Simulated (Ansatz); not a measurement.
WS2, pressure series

The parent structure is WS$_{2}$ (space group P6_3/mmc, No. 194; a = 3.154 Å, c = 12.141 Å; layered, stacked along the Cartesian z axis).

Cell and atoms are relaxed at each pressure.

The values are results of PBE-D3(BJ) (Ansatz, a quantum-chemistry and plane-wave program; PAW; 420 eV plane waves; no spin-orbit coupling), not measurements.

Candidates:
(a) pressure −2 GPa
(b) pressure 0.3 GPa
(c) pressure 5 GPa

Base values:

```
Quantity   Result
--------  -------
Band gap  0.88 eV
```

**Question.** Order them by band gap, lowest first.

**Answer.** (c) pressure 5 GPa (0.61 eV), (b) pressure 0.3 GPa (0.86 eV), (a) pressure −2 GPa (1.13 eV)

Spin-orbit coupling, missing from the scalar runs, can matter with W. Load acts through the strain it causes; cell and atoms are relaxed under it. No phonon test of stability was made. No other phases were tried under pressure.
